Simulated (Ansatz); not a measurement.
Structures of equal composition on the (100) surface of germanium: 1 pair of surface atoms bonded, Ga on one of 2 atoms of the third shell, H on every dangling bond; 1 pair of surface atoms bonded, Ga on one of 2 atoms under the surface, H on every dangling bond. The slabs share one bottom face, and each structure is named by its start. These are constructed structures in small cells; real faces may alloy, dewet or reconstruct in larger ones, and not all known structures of the face are among them. Slabs of about 17 Å with all that they carry, Fermi-Dirac smearing of 0.025 eV. Bottom of the slabs: built like the top, H on every dangling bond, free. Relaxed from the named starts with such symmetry as they have, on meshes of like density; energies extrapolated to zero smearing; no spin-orbit coupling, no U. Spin-polarised runs, if any, are marked in brackets, and their order is one that fits the cell; the others ran without spin. Where a second, spin-polarised start was run, the lower counts.

All values below come from PBE (plane waves to 420 eV, PAW; Ansatz, a quantum-chemistry and plane-wave program).

Q: Order them by energy per 1x1 cell (lowest first) at the level PBE.

A: 1 pair of surface atoms bonded, Ga on one of 2 atoms of the third shell, H on every dangling bond (0.000 eV [spin start, no net moment], no gap over 0.04 eV on the mesh), 1 pair of surface atoms bonded, Ga on one of 2 atoms under the surface, H on every dangling bond (0.056 eV [spin start, no net moment], no gap over 0.04 eV on the mesh)
